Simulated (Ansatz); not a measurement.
Levels about the gap of amorphous Si14B14C14N28 (70 atoms in a cell of 853 Å³, 2.15 g/cm³; zone centre alone, so wide bands show as single levels with stretches between that a denser mesh fills), at the geometry that PBE relaxed, where it gives -3.3 GPa on a denser mesh. The participation number counts the atoms over which a state spreads; weights are charges in smoothed Voronoi cells. The levels come from a single point, so bond lengths are those of that geometry. Method of the levels: PBE, scalar-relativistic without spin-orbit coupling (Ansatz, a program for electronic structure). Sampling: the zone centre alone; Fermi-Dirac width 0.02 eV; no spin polarisation.

A CHGNet melt-quench gave the starting glass, which DFT then relaxed. N atoms were pushed apart under 1.9 Å during the dynamics, to hinder bonds among them. The hot cell started wider than the set density and was brought back towards it in steps. It is the lowest in DFT energy of 2 quenches. It is a model cell: composition and starting density were chosen by hand, and all elements were melted together. No dispersion term was used. Its density started from a set value of 2.15 and ended at 2.15 g/cm³. Cooling (nominally 630 K/ps over its main leg) ran many orders faster than in experiment, which tends to leave more defects and strain. One small periodic cell is one sample of the glass; other quenches scatter about these values. The volume was held where the preparation left it and the shape relaxed, at a PBE pressure of -3.3 GPa (tension). Stress components on the final sampling reach 3.6 GPa. On a 2×2×2 Γ-centred mesh force components of up to 0.21 eV/Å stay, since the relaxation ran on the zone centre alone.

```csv
"E - E(highest filled), eV",filling,participation number,largest on,weight N,weight C,weight B,weight Si
-1.26,filled,11.2,"B, 3 neighbours",0.38,0.16,0.37,0.09
-1.17,filled,15.3,"N, 2 neighbours",0.54,0.22,0.14,0.10
-1.02,filled,15.5,"N, 2 neighbours",0.47,0.26,0.20,0.08
-0.96,filled,28.7,"N, 2 neighbours",0.42,0.20,0.22,0.16
-0.43,filled,14.2,"C, 3 neighbours",0.42,0.34,0.12,0.12
-0.31,filled,17.8,"C, 3 neighbours",0.25,0.43,0.22,0.10
0.00,filled,8.2,"Si, 3 neighbours",0.30,0.24,0.07,0.38
0.65,empty,13.8,"C, 3 neighbours",0.21,0.49,0.18,0.12
0.91,empty,22.9,"C, 2 neighbours",0.24,0.40,0.19,0.18
1.21,empty,17.6,"C, 2 neighbours",0.27,0.36,0.21,0.16
1.30,empty,14.7,"B, 2 neighbours",0.24,0.24,0.35,0.17
1.71,empty,17.2,"C, 3 neighbours",0.31,0.28,0.25,0.16
1.79,empty,16.0,"B, 3 neighbours",0.22,0.20,0.41,0.17
2.00,empty,36.4,"Si, 4 neighbours",0.25,0.26,0.24,0.25
```

Most localised among these is the filled level at +0.00 eV, on a Si atom, which has 3 neighbours (N 1.87 Å, C 1.93 Å, N 1.94 Å).
